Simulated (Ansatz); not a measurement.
The starting structures come from a database of crystals and need not be the phases stable at ambient conditions.

 Where the default PAW files enter, the runs use the earlier of Ansatz's two default sets.

Inside the gap of an insulator the Bloch states are evanescent, with a wavenumber k + iκ along the transport direction.

Here is the system:

```
CELL_PARAMETERS angstrom
      3.15702    -0.00240    -0.00763
     -1.27585     5.37552     0.02711
      1.29706     0.93831     5.28937
ATOMIC_POSITIONS crystal
  Li 0.00011 0.84654 0.34643
  Li 0.99989 0.15346 0.65357
  H  0.35819 0.51724 0.24491
  H  0.64181 0.48276 0.75509
  H  0.64218 0.74493 0.01713
  H  0.35782 0.25507 0.98287
  H  0.82161 0.23708 0.26326
  H  0.17839 0.76292 0.73674
  O  0.50027 0.70729 0.20719
  O  0.49973 0.29271 0.79281
  O  0.11002 0.21608 0.28406
  O  0.88998 0.78392 0.71594
```

Space group of this cell: P-1. The cell was relaxed by PBE-D3(BJ); by r2SCAN its mean pressure is -1.5 GPa.

Transport runs along the normal of the first two printed cell vectors.

The gap is the functional's own. No spin-orbit coupling. Mid-gap values are interpolated on the energy grid.

Estimate the band gap and the smallest decay constant κ at mid-gap that r2SCAN run with Ansatz (an electronic-structure program) returns for this system.

Gap 5.44 eV on a 10×6×6 mesh; κ = 0.438 1/Å, at the zone centre.
